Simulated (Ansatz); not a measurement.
Ansatz (a program for electronic structure) run on CoAl (P4mm, 2 atoms in the cell): self-consistent single point.

Method: PBEsol, PAW files made with PBE (plane waves; Ansatz).

The change in words: lattice scaled by 0.98; kpoints.mp_grid.grid: 12 12 12 → 31 31 31. Reference geometry:
```yaml
crystal:
  lattice:
    - [2.85142, 0.00000, 0.00000]
    - [0.00000, 2.85142, 0.00000]
    - [0.00000, 0.00000, 2.85142]
  atoms:
    - { symbol: Al, position: [0.50000, 0.50000, 0.51753] }
    - { symbol: Co, position: [0.00000, 0.00000, 0.00000] }
```

Reference input (self-consistent single point, DFT, PBEsol, plane waves, PAW files made with PBE): basis.ecutwfc = 420 eV; kpoints.mp_grid.grid = 12 12 12; hamiltonian.xc = pbesol; hamiltonian.pseudopotentials = {kind: paw} (the program's default PAW files); scf.occupations.method = gaussian; scf.occupations.width = 0.1 eV. This run's input differs from it in these lines:

Ansatz 0.2 input:
```diff
@@ -3,5 +3,5 @@
   lattice:
-    - [2.85142000, 0.00000000, 0.00000000]
-    - [0.00000000, 2.85142000, 0.00000000]
-    - [0.00000000, 0.00000000, 2.85142000]
+    - [2.79439200, 0.00000000, 0.00000000]
+    - [0.00000000, 2.79439200, 0.00000000]
+    - [0.00000000, 0.00000000, 2.79439200]
   atoms:
@@ -13,3 +13,3 @@
   mp_grid:
-    grid: [12, 12, 12]
+    grid: [31, 31, 31]
 hamiltonian:
```

The program printed (abridged):

```
SCF iter   1: F=—  HF=-5618.961697 eV  |F-HF|=—  |Δ(HF+E_count)|=         —  Δρ=6.57e-2  dr2=7.96e-1  ethr=3.10e-3  ⟨swp⟩=4.2  Hψ=139535  notcnv=0
all-band conjugate gradients solve this SCF's bands
preconditioner: auto → none
SCF iter   2: F=—  HF=-5618.946617 eV  |F-HF|=—  |Δ(HF+E_count)|=   1.51e-2  Δρ=7.30e-2  dr2=1.01e0  ethr=3.10e-3  ⟨swp⟩=1.2  Hψ=48378  notcnv=0
SCF iter   3: F=—  HF=-5618.765249 eV  |F-HF|=—  |Δ(HF+E_count)|=   1.81e-1  Δρ=1.44e-2  dr2=3.67e-2  ethr=3.10e-3  ⟨swp⟩=2.1  Hψ=39964  notcnv=0
SCF iter   4: F=—  HF=-5618.758367 eV  |F-HF|=—  |Δ(HF+E_count)|=   6.88e-3  Δρ=1.29e-3  dr2=4.02e-4  ethr=1.84e-4  ⟨swp⟩=2.0  Hψ=51773  notcnv=0  defer=52
SCF iter   5: F=—  HF=-5618.758248 eV  |F-HF|=—  |Δ(HF+E_count)|=   1.19e-4  Δρ=3.54e-4  dr2=1.98e-5  ethr=2.01e-6  ⟨swp⟩=2.0  Hψ=43142  notcnv=0  defer=52
SCF iter   6: F=—  HF=-5618.758263 eV  |F-HF|=—  |Δ(HF+E_count)|=   1.51e-5  Δρ=5.90e-5  dr2=3.42e-7  ethr=9.91e-8  ⟨swp⟩=1.8  Hψ=38777  notcnv=0  defer=52
SCF iter   7: F=-5618.758263 eV  HF=-5618.758263 eV  |F-HF|=6.21e-9  |Δ(HF+E_count)|=   1.69e-9  Δρ=6.55e-6  dr2=6.80e-9  ethr=5.00e-10  ⟨swp⟩=5.1  Hψ=139152  notcnv=0
SCF 1 converged in 7 iterations: F = -5618.758263 eV  dr2 = 6.80e-9
Free energy (F): -5618.758263 eV
Internal energy: -5618.754987 eV  (E = F + TS)
E sigma→0 (E₀):  -5618.756625 eV
Entropy (-TS):   -0.003276 eV (-1.638 meV/atom)
Fermi energy:    15.385605 eV
--- Forces (eV/Å), atoms counted from 1 ---
  atom   1  Al     0.00000000     0.00000000    -0.42769933
  atom   2  Co    -0.00000000     0.00000000     0.42771180
--- Stress (GPa, compression-positive) ---
        6.438599       0.000000       0.000000
        0.000000       6.438599       0.000000
        0.000000       0.000000       6.260138
  P = ⅓ Tr σ = 6.3791 GPa (63.791 kbar)
  The stress holds the Pulay correction. Without it, at fixed plane waves, as pw.x and ABINIT print it: P = 6.3038 GPa
```

The run converged in 7 iterations. Against the reference run the free energy hardly moves (within 1 meV/atom), the pressure goes from -5.35 to 6.38 GPa and the largest force goes from 0.351 to 0.428 eV/Å.

The starting cell has typed, rounded lattice constants, without a prior relaxation at this level. Its lattice was rescaled by up to half a per cent. One atom was moved a little off its site on purpose. For this run, on top of that: lattice scaled by 0.98. Spin polarisation is off. With a pressure of about 6 GPa the cell is away from its equilibrium volume at this level. Ansatz's pressure includes its estimate of the finite-basis (Pulay) stress.

Cost on one core of a shared machine: roughly 30 s.
